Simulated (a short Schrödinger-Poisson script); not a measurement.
Structure: MOS inversion layer, Si3N4 on p-type Si(110), at 300 K.

From the gate side: 3.7 nm Si3N4; 960 nm Si, acceptors 2e17 cm⁻³.

The device is made up for the run: typed textbook-type constants, with dimensions and the other settings drawn at random. Si3N4: permittivity 7.5, conduction-band edge (eV) 1.95, gap (eV) 5.1, electron mass (mₑ) 0.5. Si: permittivity 11.7, conduction-band edge (eV) 0, gap (eV) 1.124, Nv at 300 K (cm⁻³) 3.1e19.

Channel valleys (confinement mass, in-plane density-of-states mass, number): Δ4 0.315, 0.324, 4; Δ2 0.19, 0.417, 2. At the gate the conduction-band edge of layer 1 lies 2.56 eV − eVg above the Fermi level of the channel; the field vanishes at the back. Gaps are held at their typed values at every temperature. Mesh 0.03 nm at interfaces.

Solved with a short Schrödinger-Poisson script written for these runs: 1D Poisson equation in equilibrium, electrons quantum, Hartree (BenDaniel-Duke, 12 states a valley, the channel's in-plane mass for all, wave functions ending at the dielectric), parabolic valleys, classical holes, full ionisation, no traps, pinning or gate leakage.

| Vg (V) | electrons (cm⁻²) | C (μF/cm²) | Δ4 E0 (meV from the Fermi level) | Δ2 E0 (meV from the Fermi level) |
|---|---|---|---|---|
| 0.6 | 2.57e9 | 0.144 | 231.9 | 248.3 |
| 0.7 | 6.27e10 | 0.374 | 148.9 | 166.1 |
| 0.8 | 4.31e11 | 0.896 | 98.4 | 116.9 |
| 0.9 | 1.06e12 | 1.12 | 74.2 | 94.5 |
| 1 | 1.78e12 | 1.22 | 59.6 | 81.7 |
| 1.1 | 2.56e12 | 1.28 | 49.2 | 73.1 |
| 1.2 | 3.37e12 | 1.32 | 41.1 | 66.8 |
| 1.3 | 4.20e12 | 1.35 | 34.4 | 61.8 |
| 1.4 | 5.05e12 | 1.37 | 28.7 | 57.7 |
| 1.5 | 5.91e12 | 1.39 | 23.6 | 54.3 |
| 1.6 | 6.78e12 | 1.40 | 19.1 | 51.4 |
| 1.7 | 7.66e12 | 1.42 | 15.0 | 48.8 |
| 1.8 | 8.55e12 | 1.43 | 11.2 | 46.5 |
| 1.9 | 9.45e12 | 1.44 | 7.6 | 44.4 |
| 2 | 1.03e13 | 1.45 | 4.3 | 42.6 |
| 2.1 | 1.13e13 | 1.46 | 1.2 | 40.8 |
| 2.2 | 1.22e13 | 1.46 | -1.8 | 39.2 |

Gate voltages with under 1e9 electrons/cm² are left out.

### Question
At Vg = 2.2 V the lowest Δ4 subband lies at -1.8 meV from the Fermi level. How many electrons does it hold, and what share of all?

### Answer
The two-dimensional density of states is g m/(πħ²) = 5.41e11 cm⁻² meV⁻¹ (both spins), kT = 25.9 meV, so n = D kT ln(1 + exp(−E/kT)) = 1.02e13 cm⁻², 0.84 of the 1.22e13 cm⁻² in all.

### Question
Compare the slope of the sheet density between 2 and 2.2 V with the geometric capacitance of the layers between gate and channel.

### Answer
q Δn/ΔV = 1.52 μF/cm²; ε0/Σ(t/ε) = 1.79 μF/cm². The ratio is 0.85: the channel acts as a further capacitance in series.
